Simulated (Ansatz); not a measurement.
composition Si15P, cell Si60P4, brought to this temperature after a much hotter stage [in the run: it was liquid; mean temperature 1887 K (target 1840 K)]; MD at a mean temperature of 1887 K and a mean pressure of 0.1 GPa, 8.5 ps sampled (in preparation the cell's shape was held), k-points: one point, (1/4, 1/4, 1/4), no spin polarisation or spin-orbit coupling.

Prepared at the same level. The solute's share, one atom in sixteen, is far above doping levels in devices. On the run's last frame a denser k-mesh moved the forces by 0.103 eV/Å rms, the static pressure by 0.07 GPa and the free energy by 10 meV/atom, which is about how far such values are converged. Warnings of the run: stress scf threshold loose, symmetry auto disabled.

### Question
Give the Si-P-Si angle; coordination of Si (bonds up to P-Si 2.94, Si-Si 3.26 Å) at the level Ansatz (a first-principles code) with PBE.

### Answer

The Si-P-Si angle is mean 102°, spread 30°, most frequent near 92°. The coordination of Si (bonds up to P-Si 2.94, Si-Si 3.26 Å) comes out as 6.9 (7-fold 30 %, 6-fold 26 %, 8-fold 21 %).
